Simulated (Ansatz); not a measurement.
Functionals compared on a constructed model of the (100) surface of fcc Ni, ferromagnetic, a pseudomorphic layer of Au in the host's stacking (bottom of the slab: a bare face, its two planes held), in Ansatz (plane waves, PAW). The structure was relaxed with PBE; the other rows are single points on it. Cutoff 420 eV.

Model: 7-atom slab, 10.9 Å thick at the start, 15x15x1 mesh, Fermi-Dirac 0.1 eV, dipole correction, 2 atoms held, the rest relaxed; start symmetry kept, larger cells not searched; spin-polarised, ending with about 3.9 μB a cell; orders that need a larger cell were not tried, no spin-orbit, no U. It is one candidate, not shown to be the stable structure of the face. These notes are the PBE run's.

| functional | work function of the top face (eV) | magnetic moment of the cell (μB) | rough cost of the single point |
|---|---|---|---|
| PBE | 5.14 | 3.86 | – |
| RPBE | ___ | 3.89 | around 2.4 core-minutes (rough) |

### Question
Fill in the missing entries.

### Answer

- RPBE, work function of the top face (eV): 4.96

Ansatz is a quantum-chemistry and plane-wave program.
